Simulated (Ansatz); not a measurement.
The starting structures come from a database of crystals and need not be the phases stable at ambient conditions.

 Where the default PAW files enter, the runs use the earlier of Ansatz's two default sets.

Consider the following.

```xyz
4
Lattice="3.9936 0.0000 0.0000 -1.9968 3.4586 0.0000 0.0000 0.0000 6.5861" Properties=species:S:1:pos:R:3 pbc="T T T"
Ga     0.0000     2.3057     6.5860
Ga     1.9968     1.1529     3.2929
As     0.0000     2.3057     2.4633
As     1.9968     1.1529     5.7564
```

Space group of this cell: P6_3mc, wurtzite. The cell is taken as given.

Level of theory: r2SCAN (plane waves, PAW; Ansatz, a first-principles code).

The current runs along the normal of the first two printed vectors; no spin-orbit coupling. Scaled by the factor s: both lengths across the current (ions clamped). Meshes 12×12×6 and 12×12 across the current in all rows.

```tsv
s	mean pressure (GPa)	band gap (eV)
0.98	3.2	?
1.00	0.0	0.97
1.02	-2.6	0.69
```

Q: Take the slope of the band gap against ln s from the two given rows, extrapolate to s = 0.98, and say what the run there gives.

A: Slope = (0.69 − 0.97) / ln 1.02 = -14.1 eV. The line gives 0.97 + (-14.1) × ln 0.98 = 1.26 eV. The run gives 1.22 eV, 0.04 eV under the line, 12 % of the predicted step.
